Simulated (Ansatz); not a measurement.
**As with two functionals, pressure −1 GPa**

Take As in the A7 type structure (space group R-3m, No. 166; a = 3.783 Å, c = 10.109 Å (hexagonal axes); layered) as the base.

(Cell as relaxed with PBE-D3(BJ).)

Levels (all Ansatz, a quantum-chemistry and plane-wave program, PAW): PBE-D3(BJ) (420 eV, no spin-orbit coupling); PBEsol-D3(BJ) (420 eV, no spin-orbit coupling).

Each level relaxes its own structure.

| base | PBE-D3(BJ) | PBEsol-D3(BJ) |
|---|---|---|
| volume per atom | 20.89 Å³ | 19.75 Å³ |
| lattice parameter a | 3.783 Å | 3.745 Å |
| band gap | zero | zero |

Now apply this change: hydrostatic tension (pressure −1 GPa).

```csv
quantity,PBE-D3(BJ),PBEsol-D3(BJ)
c/a ratio,2.703,…
lattice parameter a,3.795 Å,…
band gap,zero,…
```

Q: Predict the PBEsol-D3(BJ) column.

A: 
- c/a ratio, PBEsol-D3(BJ): 2.621
- lattice parameter a, PBEsol-D3(BJ): 3.758 Å
- band gap, PBEsol-D3(BJ): zero

PBE-D3(BJ)'s c/a ratio lies 0.082 above PBEsol-D3(BJ)'s; PBE-D3(BJ)'s lattice parameter a lies 0.0376 Å above PBEsol-D3(BJ)'s (1.0 %); the two agree on the band gap. Neither level is exact; PBEsol-D3(BJ) is the comparison here, not a measurement.

The mesh was chosen for an insulator and is coarse for the gapless case. Load acts through the strain it causes; cell and atoms are relaxed under it. Stability against distortions was not tested.
